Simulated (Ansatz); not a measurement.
Quick settings and what they miss: CoSi2 (Fm-3m, 3 atoms in the cell)

Self-consistent single point.

```xyz
3
Lattice="0.0000 2.7146 2.7146 2.7146 0.0000 2.7146 2.7146 2.7146 0.0000" Properties=species:S:1:pos:R:3 pbc="T T T"
Co     0.0000     0.0000     0.0000
Si     4.0719     4.0719     4.0719
Si     1.3573     1.3573     1.3573
```

Method: r2SCAN, default PAW files made with PBE (plane waves; Ansatz, a program for electronic structure).

Base settings: basis.ecutwfc = 500 eV; kpoints.mp_grid.grid = 7 7 7; hamiltonian.xc = r2scan; hamiltonian.pseudopotentials = {kind: paw} (the program's default PAW files); scf.occupations.method = methfessel_paxton; scf.occupations.width = 0.136 eV.

Tight run (finer mesh or higher cutoff; not a proven limit): basis.ecutwfc: 500 eV → 700 eV; kpoints.mp_grid.grid: 7 7 7 → 10 10 10; scf.convergence.dr2_threshold: default (1e-07 eV) → 1e-09 eV. It gave Fermi level (on the code's own zero) 12.13 eV; pressure -10.90 GPa.

Quick runs, as changes from the base:
- A: the base itself
- B: basis.ecutwfc: 500 eV → 350 eV; kpoints.mp_grid.grid: 7 7 7 → 4 4 4; scf.occupations.method: methfessel_paxton → gaussian
- C: kpoints.mp_grid.grid: 7 7 7 → 4 4 4; scf.occupations.method: methfessel_paxton → fermi_dirac; scf.convergence.dr2_threshold: default (1e-07 eV) → 0.0001 eV
- D: basis.ecutwfc: 500 eV → 400 eV; kpoints.mp_grid.grid: 7 7 7 → 6 6 6
- E: basis.ecutwfc: 500 eV → 250 eV; kpoints.mp_grid.grid: 7 7 7 → 2 2 2

Energies are extrapolated to zero smearing width, which holds to low order in the width alone.

The count of work is k-points × plane waves × bands × iterations; it is no time. 

Pressures in the table are Ansatz's without its Pulay estimate, at a fixed set of plane waves; the tight run's value above holds the estimate.

The starting cell comes from a database of computed structures (which also holds hypothetical and non-ambient phases and stackings), without a prior relaxation at this level. Its lattice was rescaled by a random factor within 2.5 % of one. Spin polarisation is off. In the base run, with a pressure of about -11 GPa the cell is away from its equilibrium volume at this level.

```
run  energy less tight (meV/atom)  pressure less tight (GPa)  count of work / tight
---  ----------------------------  -------------------------  ---------------------
A                            -1.9                      -0.01                   0.19
B                            18.9                      -2.95                  0.055
C                             1.5                      -0.13                  0.065
D                             6.9                      -0.13                   0.13
E                          1740.9                    -107.03                  0.013
```

Among the runs at the tight run's level, the energy misses run from 1.5 to 1740.9 meV/atom.

Left out of this page: 1 run of the series with a known weakness of the program.

Keys are those of Ansatz 0.2.
